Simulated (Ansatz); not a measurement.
## MgTe, response to strain

Start from MgTe in the zinc blende structure (space group F-43m, No. 216; a = 6.3681 Å). Axes: x, y, z lie along the cube axes.

Strains are applied to the cell and any free atomic positions relax; under biaxial strain the out-of-plane vector relaxes too.

Computed with plane-wave PAW DFT at the LDA level (Ansatz, a quantum-chemistry and plane-wave program, 420 eV), no spin-orbit coupling.

Notes on the quantities. in-plane stress: mean in-plane stress (compression positive).

```json
[
 {"case": "base", "in-plane stress": "–", "out-of-plane strain": "–", "band gap": "2.38 eV"},
 {"case": "biaxial strain −3.00 %, plane normal [001], relaxed out of plane", "in-plane stress": "+1.2 GPa", "out-of-plane strain": "+4.01 %", "band gap": "2.38 eV"},
 {"case": "biaxial strain −2.50 %, plane normal [001], relaxed out of plane", "in-plane stress": "+1.0 GPa", "out-of-plane strain": "+3.37 %", "band gap": "2.38 eV"},
 {"case": "biaxial strain −2.00 %, plane normal [001], relaxed out of plane", "in-plane stress": "+0.8 GPa", "out-of-plane strain": "+2.72 %", "band gap": "2.38 eV"},
 {"case": "biaxial strain −1.50 %, plane normal [001], relaxed out of plane", "in-plane stress": "+0.6 GPa", "out-of-plane strain": "+2.06 %", "band gap": "2.39 eV"},
 {"case": "biaxial strain +0.50 %, plane normal [001], relaxed out of plane", "in-plane stress": "-0.2 GPa", "out-of-plane strain": "-0.69 %", "band gap": "2.35 eV"},
 {"case": "biaxial strain +1.50 %, plane normal [001], relaxed out of plane", "in-plane stress": "-0.5 GPa", "out-of-plane strain": "-2.14 %", "band gap": "2.28 eV"},
 {"case": "biaxial strain +2.00 %, plane normal [001], relaxed out of plane", "in-plane stress": "-0.6 GPa", "out-of-plane strain": "-2.89 %", "band gap": "2.24 eV"},
 {"case": "biaxial strain +2.50 %, plane normal [001], relaxed out of plane", "in-plane stress": "-0.8 GPa", "out-of-plane strain": "-3.66 %", "band gap": "2.21 eV"},
 {"case": "biaxial strain +3.00 %, plane normal [001], relaxed out of plane", "in-plane stress": "-0.9 GPa", "out-of-plane strain": "-4.44 %", "band gap": "2.18 eV"}
]
```

Spin-orbit coupling, missing from the scalar runs, can matter with Te. Whether these cells are dynamically stable was not tested.
